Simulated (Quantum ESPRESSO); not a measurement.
σyy against uniaxial strain in CsCl-type PdIn (space group 221): C12 (Quantum ESPRESSO, PBEsol)

```
CELL_PARAMETERS angstrom
      3.19701     0.00000     0.00000
      0.00000     3.24569     0.00000
      0.00000     0.00000     3.24569
ATOMIC_POSITIONS crystal
  In 0.50000 0.50000 0.50000
  Pd 0.00000 0.00000 0.00000
```

Method of the run: PBEsol, GBRV 1.5 ultrasoft (PBESOL) pseudopotentials (plane waves; Quantum ESPRESSO). Settings: ecutwfc = 52 Ry; ecutrho = 416 Ry; occupations = smearing; smearing = fermi-dirac; degauss = 0.0036749 Ry; potentials = {In: in_pbesol_v1.4.uspp.F.UPF, Pd: pd_pbesol_v1.4.uspp.F.UPF}; K_POINTS = automatic 20 20 20 0 0 0; conv_thr = 1e-10 Ry. The cell above is the first row's. The rows stretch one cube axis (x) by the strain ε and hold the other two. Stress is positive in tension. In all rows fractional positions and the k mesh are held.

```csv
ε (%),σyy (GPa)
-1.5,?
-1.0,-1.18
-0.5,-0.52
0.0,0.12
0.5,0.73
1.0,1.33
1.5,1.91
2.0,2.46
```

Fit σyy of the 7 rows that show it with a parabola. Least squares gives σyy = 0.117 + 1.2550·ε - 0.0414·ε². Residuals (row less fit): -0.001, 0.001, 0.003, -0.004, -0.001, 0.004, -0.001; standard error 0.003 (degrees of freedom: 4). The slope at ε = 0, 1.2550 GPa per cent, gives C12 ≈ 100 × 1.2550 = 125 GPa, for the static lattice.

Question: Predict the withheld σyy at ε = -1.5 from the fit, and compare with the calculation.

Answer: σyy = 0.117 + 1.2550 × (-1.5) - 0.0414 × (-1.5)² = -1.859 GPa. The calculation gives -1.87 GPa, 0.011 GPa below the prediction (0.3 % of the range of σyy in the table). The row lies outside the fitted rows, so this is an extrapolation. From the scatter of the fitted rows alone, a prediction at this place has a standard error of 0.006 GPa, so the miss is 1.8 times that.

Carrying the step between the two nearest rows on in a straight line would have given -1.84, off by 0.03; series whose last step already gives the withheld value aren't shown. The reference cell has the volume at which an earlier scan in this program and functional put its minimum by a fit. The runs keep the symmetry of the cell, so they don't test it for distortions. The unstrained cell stands at a pressure of -0.12 GPa, and the constants belong to that pressure. By symmetry this strain leaves no force on the atoms; the largest in the rows is 0.000 eV/Å. Spin polarisation is off. Without a gap such slopes are sensitive to mesh and smearing. Cutoffs and mesh are single choices, not tested for convergence of this quantity. Series with a scatter that would blur these digits, or in which a gap closes, are not shown. Strain series were run only where this level's volume lies within 10 % of a first guess from the measured size.
